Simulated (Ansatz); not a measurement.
Functionals compared on the (100) surface of fluorite-type CoSi2 in its 1x1 cell (cut with top plane Co, bottom plane Co), outermost plane spacing 1.34 Å in the ideal cut (one of several cuts of this face), with 1 Co a cell over the bulk's ratio, in Ansatz (plane waves, PAW). The structure was relaxed with PBE; the other rows are single points on it. Cutoff 420 eV (500 eV for r2SCAN).

Slab: 13 atoms, Co5Si8, 10.7 Å thick at the start; k 10x10x1, smearing 0.1 eV, dipole-corrected; all atoms relaxed; held to the start's symmetry, so lower structures may exist; no spin (magnetic order not tried), no spin-orbit, no U. These notes are the PBE run's.

```tsv
functional	work function of the top face (eV)	rough cost of the single point
PBE	3.92	–
LDA	4.26	about 80 core-seconds (a rough figure)
PBEsol	3.99	roughly 90 core-seconds
RPBE	3.74	roughly 80 core-seconds
r2SCAN	3.87	roughly 2.2 core-minutes
```

Ansatz is an electronic-structure program.
